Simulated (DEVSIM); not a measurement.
System: Ru/AlN/p-Ge capacitor, at 400 K.

```csv
layer (left to right),material,thickness (nm),Na (cm⁻³)
1,AlN,26.0,-
2,Ge,490,1.5e18
```

Metal gate on the left, work function 4.7 eV. Fixed charge at the semiconductor interface 2.6e10 cm⁻² (in units of +e); no interface traps.

The device is made up for the run: typed textbook-type constants, with dimensions and the other settings drawn at random. Values at 300 K; Nc and Nv go as T^1.5, mobilities as T to minus their exponent, the gap by Varshni's rule with the affinity fixed.

```csv
parameter,AlN,Ge
gap (eV),6.1,0.664
affinity (eV),1.9,4
permittivity,8.5,16
Nc (cm⁻³),-,1.04e19
Nv (cm⁻³),-,6e18
Varshni α (eV/K),-,0.000477
Varshni β (K),-,235
```

Simulated with DEVSIM: 1D Poisson equation in equilibrium, Boltzmann statistics, complete ionisation; no quantum confinement or tunnelling. Metal contacts follow the ideal Schottky-Mott rule: no Fermi-level pinning, no interface dipoles.

The substrate doping was swept, all else fixed.

| substrate doping (cm^-3) | flat-band voltage (V) | minimum of the low-frequency capacitance (μF/cm²) |
|---|---|---|
| 7.5e16 | 0.23 | 0.140 |
| 1.5e17 | 0.20 | 0.152 |
| 3e17 | 0.18 | 0.171 |
| 7.5e17 | 0.15 | 0.191 |
| 1.5e18 | 0.12 | 0.208 |
| 3e18 | 0.10 | ? |

Problem. Fill in the missing entries.

Solution. 
- 3e18, minimum of the low-frequency capacitance (μF/cm²): 0.224
